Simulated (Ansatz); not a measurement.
# Ansatz run on Ag2O (Pn-3m, 6 atoms in the cell): self-consistent single point

Level of theory: PBE (plane waves, PAW; Ansatz, a first-principles code).

Input as run:

Ansatz 0.2 input:
```yaml
crystal:
  lattice:
    - [4.843520, 0.000000, 0.000000]
    - [0.000000, 4.843520, 0.000000]
    - [0.000000, 0.000000, 4.843520]
  atoms:
    - { symbol: Ag, position: [0.750000, 0.250000, 0.750000] }
    - { symbol: Ag, position: [0.250000, 0.750000, 0.750000] }
    - { symbol: Ag, position: [0.750000, 0.750000, 0.250000] }
    - { symbol: Ag, position: [0.250000, 0.250000, 0.250000] }
    - { symbol: O, position: [0.000000, 0.000000, 0.000000] }
    - { symbol: O, position: [0.500000, 0.500000, 0.500000] }
kpoints:
  mp_grid: { grid: [5, 5, 5] }
hamiltonian:
  xc: pbe
  pseudopotentials: { kind: paw }
scf:
  occupations: { method: fermi_dirac, width: 0.05 }
output:
  forces: true
  eigenvalues: true
  stress: true
```

Output, abridged:

```
WARN basis.ecutwfc = 420 eV, the default
Pseudopotentials: kind: paw
Pseudopotential: Ag, paw, valence charge 19
Pseudopotential: O, paw, valence charge 6
Crystal: 6 atoms, lattice volume = 113.627 Å³
Basis set: ecut = 420 eV, 2205 PW (Γ), exchange–correlation on 72×72×72 points (8 copies of the dense FFT grid, shifted against one another)
Bands: 53, of which v1, the nominal top of the filled ones, is band 44 counted from 1 (43 counted from 0)
Symmetry: 48 space group operations
Space group: Pn-3m (ITA 224), of the structure as read, at distance tolerance 4.8e-5 Å
k-points: 10 of 125
Initial density: superposition of atomic densities (neutral atoms: chi_scale 0, normalization atom), corrected by the library's trained network
Initial wavefunctions: pseudopotential atomic-orbital guess
Eigensolver: davidson
Functional: x = pbe(κ = 0.804, μ = 0.2195149727645171), c = pbe(β = 0.06672455060314922)
SCF iter   1: F=—  HF=-31492.678411 eV  |F-HF|=—  |Δ(HF+E_count)|=         —  Δρ=3.12e-3  dr2=1.25e-2  ethr=1.77e-3  ⟨swp⟩=5.9  Hψ=1689  notcnv=0  defer=5
all-band conjugate gradients solve this SCF's bands
preconditioner: auto → Resta (q_TF=auto, 2.615 Å⁻¹)
SCF iter   2: F=—  HF=-31492.679598 eV  |F-HF|=—  |Δ(HF+E_count)|=   1.19e-3  Δρ=1.21e-3  dr2=1.16e-3  ethr=1.42e-5  ⟨swp⟩=2.6  Hψ=886  notcnv=0  defer=16
SCF iter   3: F=—  HF=-31492.679550 eV  |F-HF|=—  |Δ(HF+E_count)|=   4.77e-5  Δρ=5.36e-4  dr2=4.80e-4  ethr=1.32e-6  ⟨swp⟩=2.0  Hψ=785  notcnv=0  defer=16
SCF iter   4: F=—  HF=-31492.679541 eV  |F-HF|=—  |Δ(HF+E_count)|=   8.89e-6  Δρ=1.87e-4  dr2=3.85e-5  ethr=5.45e-7  ⟨swp⟩=2.2  Hψ=766  notcnv=0  defer=16
SCF iter   5: F=—  HF=-31492.679538 eV  |F-HF|=—  |Δ(HF+E_count)|=   3.03e-6  Δρ=7.97e-5  dr2=4.77e-6  ethr=4.38e-8  ⟨swp⟩=2.0  Hψ=785  notcnv=0  defer=16
SCF iter   6: F=—  HF=-31492.679541 eV  |F-HF|=—  |Δ(HF+E_count)|=   2.40e-6  Δρ=1.80e-5  dr2=2.02e-7  ethr=5.43e-9  ⟨swp⟩=2.0  Hψ=765  notcnv=0  defer=16
SCF iter   7: F=-31492.679541 eV  HF=-31492.679541 eV  |F-HF|=1.74e-8  |Δ(HF+E_count)|=   1.09e-7  Δρ=6.81e-6  dr2=3.45e-8  ethr=1.14e-10  ⟨swp⟩=8.7  Hψ=2051  notcnv=0
SCF 1 converged in 7 iterations: F = -31492.679541 eV  dr2 = 3.45e-8
SCF converged after 7 iterations
Free energy (F): -31492.679541 eV
Harris-Foulkes:  -31492.679541 eV  (|F-HF|=1.74e-8)
Internal energy: -31492.676653 eV  (E = F + TS)
E sigma→0 (E₀):  -31492.678097 eV
Entropy (-TS):   -0.002888 eV (-0.481 meV/atom)
Fermi energy:    9.620273 eV
--- Per-component energies (eV) ---
  E_band       = -1423.535623
  E_kinetic    = 2451.584392
  E_local      = -12113.561831  (includes V_loc(G=0)·N_el)
  E_nonlocal   = 422.913523
  E_hartree    = 5327.587044
  E_xc         = -879.639625
  E_vxc        = -1117.630620  (∫ρ·V_xc dr)
  E_paw        = -15927.149274  (= ΣΔE_a)
  E_vpaw       = -1722.013807  (= ΣTr[D̂ρ^β])
  E_aug_tail   = 0.006067  (compensation charges beyond the density's cutoff)
  E_ewald      = -10774.416949
  E_smearing   = -0.002888  (= −TS)
  E_closure    = 0.000000  (closes the sum)
  Σ components = -31492.679541   (vs F -31492.679541, Δ=0.00e0)
--- Forces (eV/Å), atoms counted from 1 ---
  atom   1  Ag     0.00000000     0.00000000     0.00000000
   [... zero for the other atoms too ...]
  max |Σ_I F_I| component: 4.42e-28 eV/Å
--- Stress (GPa, compression-positive) ---
       -1.275830       0.000000       0.000000
        0.000000      -1.275830       0.000000
        0.000000       0.000000      -1.275830
  P = ⅓ Tr σ = -1.2758 GPa (-12.758 kbar)
  The stress holds the Pulay correction. Without it, at fixed plane waves, as pw.x and ABINIT print it: P = -1.5496 GPa
--- Band table (eV; the first three rows and the last of 10) ---
  k-point 0: bands = ["-81.1900", "-81.1885", "-81.1885", "-81.1885", "-44.7586", "-44.7396", "-44.7396", "-44.7396", "-44.6657", "-44.6657", "-44.6554", "-44.6554", "-44.6554", "-44.6505", "-44.6505", "-44.6505", "-8.7118", "-8.1435", "3.3661", [...]
  k-point 1: bands = ["-81.1899", "-81.1886", "-81.1885", "-81.1885", "-44.7568", "-44.7414", "-44.7396", "-44.7396", "-44.6648", "-44.6643", "-44.6564", "-44.6551", "-44.6551", "-44.6520", "-44.6509", "-44.6509", "-8.6595", "-8.2000", "3.4864", [...]
  k-point 2: bands = ["-81.1895", "-81.1890", "-81.1885", "-81.1885", "-44.7520", "-44.7462", "-44.7395", "-44.7395", "-44.6622", "-44.6606", "-44.6590", "-44.6559", "-44.6544", "-44.6544", "-44.6517", "-44.6517", "-8.5210", "-8.3456", "3.7692", [...]
  k-point 9: bands = ["-81.1890", "-81.1889", "-81.1888", "-81.1888", "-44.7580", "-44.7409", "-44.7396", "-44.7396", "-44.6640", "-44.6640", "-44.6632", "-44.6522", "-44.6522", "-44.6515", "-44.6511", "-44.6511", "-8.6338", "-8.2063", "3.5326", [...]
```

The run converged in 7 iterations.

The starting cell has typed, rounded lattice constants, without a prior relaxation at this level. Its lattice was rescaled by a random factor within 2.5 % of one. Ansatz's pressure includes its estimate of the finite-basis (Pulay) stress. The run gives no clean gap (levels at the Fermi energy touch, overlap or are partly filled at this smearing), which alone does not show that the compound is a metal.
